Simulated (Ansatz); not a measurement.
The reference is MoSe2 (space group P6_3/mmc, No. 194; a = 3.277 Å, c = 12.731 Å; layered, stacked along the Cartesian z axis).

Computed with PBE-D3(BJ) (Ansatz, a quantum-chemistry and plane-wave program), scalar-relativistic without spin-orbit coupling, earlier PAW set.

Carriers are added at fixed cell with a uniform background; the Fermi–Dirac width is that of 300 K.

One change was made to it. Results:

```csv
quantity,base,after
gap between the host's bands,0.74 eV,0.77 eV
Fermi level relative to the doped band's edge (positive inside the band; to 0.05 eV),–,+0.40 eV
gap character,"indirect, Γ → k = (0.188, 0.188, 0) in the run's primitive reciprocal basis","indirect, Γ → k = (0.188, 0.188, 0) in the run's primitive reciprocal basis"
```

Q: Which change produced these results?
A) electrons 2.0×10^21 cm⁻³
B) electrons 3.0×10^21 cm⁻³
C) holes 2.0×10^21 cm⁻³

A: C, holes 2.0×10^21 cm⁻³. For comparison, the gap between the host's bands in the other runs: electrons 3.0×10^21 cm⁻³ gives 0.72 eV; electrons 2.0×10^21 cm⁻³ gives 0.72 eV.

Charged cell with a jellium background: band edges are those of the host's band count, energies are not comparable with the neutral cell, and many-body gap narrowing is missing. Whether these cells are dynamically stable was not tested.
